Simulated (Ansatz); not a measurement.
As (model structure, Fd-3m, No. 227, 2 atoms in the cell): properties by level of theory

```json
[
 {"level (code)": "LDA (Ansatz)", "lattice parameter a (Å)": "[?]", "cohesive energy (eV/atom)": "3.59"},
 {"level (code)": "PBE (Ansatz)", "lattice parameter a (Å)": "[?]", "cohesive energy (eV/atom)": "2.65"},
 {"level (code)": "PBEsol (Ansatz)", "lattice parameter a (Å)": "6.013", "cohesive energy (eV/atom)": "3.02"},
 {"level (code)": "PBE-D3(BJ) (Ansatz)", "lattice parameter a (Å)": "6.025", "cohesive energy (eV/atom)": "[?]"},
 {"level (code)": "r²SCAN+rVV10 (Ansatz)", "lattice parameter a (Å)": "[?]", "cohesive energy (eV/atom)": "2.62"}
]
```

**Question.** Complete the blanks.

**Answer.** 
- LDA (Ansatz, an electronic-structure program), lattice parameter a (Å): 5.965
- PBE (Ansatz), lattice parameter a (Å): 6.112
- PBE-D3(BJ) (Ansatz), cohesive energy (eV/atom): 2.96
- r²SCAN+rVV10 (Ansatz), lattice parameter a (Å): 6.034

Ansatz's density-functional and Hartree–Fock values are scalar-relativistic unless marked +SOC, with PAW data made under PBE.

A model structure was made by putting elements into a prototype or built by hand; it is no filed structure, need not be a known phase, and can be a saddle point held by its symmetry.
